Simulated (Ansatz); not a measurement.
## AlB2-type MgB2

These are r²SCAN (plane waves, PAW; Ansatz, an electronic-structure program) values and carry that method's errors.

Run with plane-wave cutoff 600 eV, 24×24×18 k mesh (along the axes of the cell as run), Fermi–Dirac smearing 0.088 eV (set by the program), scalar-relativistic PAW data made under PBE.

Cell (measured lattice):

```xyz
3
Lattice="3.0834 0.0000 0.0000 -1.5417 2.6703 0.0000 0.0000 0.0000 3.5213" Properties=species:S:1:pos:R:3 pbc="T T T"
Mg     0.0000     0.0000     0.0000
B      1.5417     0.8901     1.7607
B      0.0000     1.7802     1.7607
```

- elastic constant C11: 440 GPa
- elastic constant C12: 42.6 GPa
- elastic constant C13: 27.9 GPa
- elastic constant C33: 274 GPa
- elastic constant C44: 74.1 GPa
- elastic constant C66: 199 GPa
- Voigt–Reuss–Hill bulk modulus: 146 GPa
- Voigt–Reuss–Hill shear modulus (Hill average): 127 GPa
- Young modulus: 295 GPa
- Poisson ratio: 0.164

Note: the cell isn't this level's own, so it is under some stress, which shifts stiffness and frequencies.

Elastic constants are with the ions relaxed.

The result took around 40 core-minutes (rough).
